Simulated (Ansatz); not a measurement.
Base system: Ag in the fcc (Cu type) structure (space group Fm-3m, No. 225; a = 4.1046 Å; relaxed with 0.1 eV smearing). Axes: x, y, z lie along the cube axes.

Level of theory: r2SCAN/PAW in Ansatz (an electronic-structure program), no spin-orbit coupling, earlier PAW set.

A first run, uniaxial strain ε_xx = −1.43 %, gives secant values C11 ≈ 130 GPa and C12 ≈ 98 GPa from its stress. A second run applies biaxial strain +1.43 %, plane normal [001], relaxed out of plane.

Q: What does linear elasticity predict for −ε⊥/ε∥ in the second run, and what does the run give?

A: Linear elasticity: 2 C12/C11 = 1.51. The run gives 1.51; any difference comes from nonlinear terms at these strains and numerical noise.

Whether these cells are dynamically stable was not tested.
